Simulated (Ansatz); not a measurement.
```yaml
crystal:
  lattice:
    - [0.00000, 2.09758, 2.09758]
    - [2.09758, 0.00000, 2.09758]
    - [2.09758, 2.09758, 0.00000]
  atoms:
    - { symbol: O, position: [0.00000, 0.00000, 0.00000] }
    - { symbol: Ni, position: [0.50000, 0.50000, 0.50000] }
```

Spin-polarised, with starting moments of sign O+ Ni+.

Level of theory: r2SCAN (Ansatz, a program for electronic structure; PAW; 500 eV plane waves; no SOC). Γ-centred 13×13×13 mesh, Fermi–Dirac width 0.05 eV.

Q: Predict the largest site moment and smallest direct gap.

A: The largest site moment is 1.67 μB and the smallest direct gap is 1.72 eV.

Load acts through the strain it causes; cell and atoms are relaxed under it. Whether these cells are dynamically stable was not tested. No Hubbard U is applied and the magnetic state is the run's own (NiO ferromagnetic); other magnetic orders, which need larger cells, were not tried and can change the gap. A gap here joins edges of opposite spin (a spin-flip gap). The cell was made from NiO in the rock salt structure (space group Fm-3m, No. 225; ferromagnetic) by this change: pressure −1 GPa. In its common phase, real NiO is an antiferromagnetic insulator at low temperature.
